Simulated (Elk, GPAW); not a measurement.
A GPAW input for a self-consistent single point of LaNi2B2C (I4/mmm, 6 atoms in the cell) (DFT LDA (Perdew-Wang 92), plane waves, GPAW PAW datasets LDA (gpaw-data 1.0.1)):

```python
from ase import Atoms
from ase.units import GPa
from gpaw import GPAW, PW, FermiDirac

atoms = Atoms(['La', 'Ni', 'Ni', 'B', 'B', 'C'],
              cell=[[-1.889205, 1.889205, 4.909195],
                    [1.889205, -1.889205, 4.909195],
                    [1.889205, 1.889205, -4.909195]],
              scaled_positions=[[0.000000, 0.000000, 0.000000],
                                [0.750000, 0.250000, 0.500000],
                                [0.250000, 0.750000, 0.500000],
                                [0.348130, 0.348130, 0.000000],
                                [0.651870, 0.651870, 0.000000],
                                [0.500000, 0.500000, 0.000000]],
              pbc=True)

calc = GPAW(mode=PW(950),
            xc='LDA',
            kpts={'size': (8, 8, 8), 'gamma': True},
            occupations=FermiDirac(0.1),
            nbands=-14,
            convergence={'forces': 0.001},
            symmetry={'symmorphic': False, 'tolerance': 0.0005},
            maxiter=100)

atoms.calc = calc

energy = atoms.get_potential_energy()
print('Energy (eV):', round(energy, 6))
forces = atoms.get_forces()
print('Forces (eV/Ang):')
print(forces.round(5))
stress = atoms.get_stress()
print('Stress (GPa, Voigt):', (stress / GPa).round(4))
```

Problem. Translate this input to Elk.

Solution. This is the input that was run; spellings and numerical settings could be chosen otherwise.

```
tasks
  0

swidth
  0.00367493

maxscl
  100

avec
   -3.5700800433    3.5700800433    9.2770340424
    3.5700800433   -3.5700800433    9.2770340424
    3.5700800433    3.5700800433   -9.2770340424

atoms
  4
  'La.in'
  1
  0.0000000000  0.0000000000  0.0000000000    0.0 0.0 0.0
  'Ni.in'
  2
  0.7500000000  0.2500000000  0.5000000000    0.0 0.0 0.0
  0.2500000000  0.7500000000  0.5000000000    0.0 0.0 0.0
  'B.in'
  2
  0.3481300000  0.3481300000  0.0000000000    0.0 0.0 0.0
  0.6518700000  0.6518700000  0.0000000000    0.0 0.0 0.0
  'C.in'
  1
  0.5000000000  0.5000000000  0.0000000000    0.0 0.0 0.0

ngridk
  8 8 8
```

Basis, cutoffs, solver keys and any potentials are the target program's own. This input uses DFT, LDA (PW92), all-electron FP-LAPW, Elk's shipped species files, default APW+lo basis. LDA parametrisations can differ slightly between programs.

The starting cell comes from a database of computed structures (which also holds hypothetical and non-ambient phases and stackings), without a prior relaxation at this level.
